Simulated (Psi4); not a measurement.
Psi4 1.11, unrestricted HF/def2-svpd: Sc(F)3 triplet ([F][Sc]([F])[F]), charge 0, multiplicity 3, 4 atoms. The geometry is a generated start, not checked to be a minimum at this level.

| Item | Value |
|---|---|
| task | energy |
| method | scf |
| basis | def2-svpd |
| memory | 3 GB |
| maxiter | 100 |
| keys of the molecule block | symmetry c1 |
| scf_type | df (default) |
| guess | auto, which took SAD (default) |
| scf_initial_accelerator | adiis (default) |
| e_convergence | 1e-06 (default) |
| d_convergence | 1e-06 (default) |
| basis functions | 103 |

```xyz
4

Sc    -0.0018    -0.0032     0.0006
F     -1.4879    -0.9250     0.0640
F     -0.0075     1.6150    -0.6776
F      1.4971    -0.6868     0.6130
```

Charge 0 and multiplicity 3 are set for this test and not shown to be the ground state.

One run each on 2 threads. Values of diis_max_vecs tried: 3, 6, 10 (default), 20.

Problem. Predict the course of the SCF iterations along this series.

Solution. Fewest SCF iterations, within one of each other: 10 (default) with 29, 20 with 29. The count rises to 88 at 3. All converge to one solution.

```json
[
 {"diis_max_vecs": "3", "SCF iterations": "88", "end": "same solution"},
 {"diis_max_vecs": "6", "SCF iterations": "34", "end": "same solution"},
 {"diis_max_vecs": "10 (default)", "SCF iterations": "29", "end": "same solution"},
 {"diis_max_vecs": "20", "SCF iterations": "29", "end": "same solution"}
]
```
